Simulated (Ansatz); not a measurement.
The starting structures come from a database of crystals and need not be the phases stable at ambient conditions.

 Where the default PAW files enter, the runs use the earlier of Ansatz's two default sets.

By PBEsol, the system below comes out a metal.

The ballistic (Sharvin) conductance counts the channels at the Fermi level: G/A = (e²/h) × channels of both spins per area.

Consider the following.

```xyz
2
Lattice="2.4247 0.0000 0.0000 0.0203 4.8524 0.0000 0.0000 0.0000 2.4385" Properties=species:S:1:pos:R:3 pbc="T T T"
P      0.0051     1.2159     0.0000
P      0.0152     3.6366     0.0000
```

Space group of this cell: P2/m. The cell is taken as given; by PBEsol its mean pressure is -1.5 GPa.

The current flows along the normal of the first two printed cell vectors. No spin-orbit coupling; the value is a mean over 0.1 eV about the Fermi level.

### Question
Give the ballistic conductance per area that Ansatz (a first-principles code) with PBEsol yields.

### Answer
1.2 × 10¹⁵ S/m² for both spins.
